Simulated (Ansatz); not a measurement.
The parent structure is HfN in the rock salt structure (space group Fm-3m, No. 225; a = 4.5257 Å; relaxed with 0.1 eV smearing). Axes: x, y, z lie along the cube axes.

Method: DFT with r2SCAN, PAW potentials and a 500 eV plane-wave cutoff in Ansatz (a program for electronic structure), no SOC.

The change: tensor shear ε_yz = +3.47 % (engineering shear γ = 0.0694); the atoms relax in the strained cell.

Q: Predict the stress tensor and what it implies for the stiffness.

A: Stress of the strained cell less that of the base (GPa, compression positive):
```
   -0.4     0.0     0.0
    0.0     0.8    -9.2
    0.0    -9.2     0.8
```

Then −Δσ/γ with γ = 2ε = 0.0694 gives secant stiffness values (nonlinear terms included at this strain): C44 ≈ 132 GPa.

As a check, the harmonic strain energy −½ V₀ Δσ:ε is 23 meV/atom; the computed energy rise is 23 meV/atom.

No phonon test of stability was made. The final runs are not spin-polarised.
